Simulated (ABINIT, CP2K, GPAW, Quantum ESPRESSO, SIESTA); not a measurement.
## One structure in several programs: Al2Pd (Fm-3m, 3 atoms in the cell)

Self-consistent single point, at a second geometry (lattice scaled by 0.98). First geometry:

```yaml
crystal:
  lattice:
    - [4.17127, 0.00000, 0.00000]
    - [2.08564, 3.61243, 0.00000]
    - [2.08564, 1.20414, 3.40583]
  atoms:
    - { symbol: Al, position: [0.25000, 0.25000, 0.25000] }
    - { symbol: Al, position: [0.75000, 0.75000, 0.75000] }
    - { symbol: Pd, position: [0.00000, 0.00000, 0.00000] }
```

Shared settings, as Quantum ESPRESSO writes them: occupations = smearing; smearing = gauss; degauss = 0.0099958 Ry; K_POINTS = automatic 7 7 7 0 0 0. Potentials and cutoffs stand in the table.

| code | model | ΔF from the first geometry (meV/atom) | pressure (GPa) | cutoff |
|---|---|---|---|---|
| CP2K | PBEsol, GPW, DZVP-MOLOPT-SR-GTH basis, GTH-PBE potentials (GTH_POTENTIALS) | 30.8 | 9.29 | grid 500 Ry |
| ABINIT | PBEsol, PAW (JTH v2.0 PBE PAW, files made for PBE) | 22.7 | 7.85 | 24 Ha |
| GPAW | PBEsol, GPAW PAW datasets PBEsol (made by gpaw-setup) | 22.3 | 7.84 | 600 eV |
| Quantum ESPRESSO | PBEsol, PseudoDojo standard norm-conserving (PBESOL) pseudopotentials | 20.0 | 7.44 | 85 Ry |
| SIESTA | GGA PBEsol, numerical atomic orbitals DZP, PseudoDojo PBEsol standard norm-conserving potentials (rewritten from UPF to PSML) | 25.9 | 8.61 | grid 350 Ry |

On CP2K's run: spin polarisation is off.

The spread over the programs that give each value: ΔF from the first geometry within 10.8 meV/atom; pressure within 1.85 GPa.

CP2K and SIESTA use small atom-centred bases, whose incompleteness enters pressures, forces and empty levels differently from a plane-wave cutoff. In the pressure, CP2K (by 1.45) lies more than 1 GPa from the median of the plane-wave programs.

The starting cell comes from a database of computed structures (which also holds hypothetical and non-ambient phases and stackings), without a prior relaxation at this level. For this run, on top of that: lattice scaled by 0.98.

Left out of this page: Elk and FLEUR (not drawn, or without a comparable value).
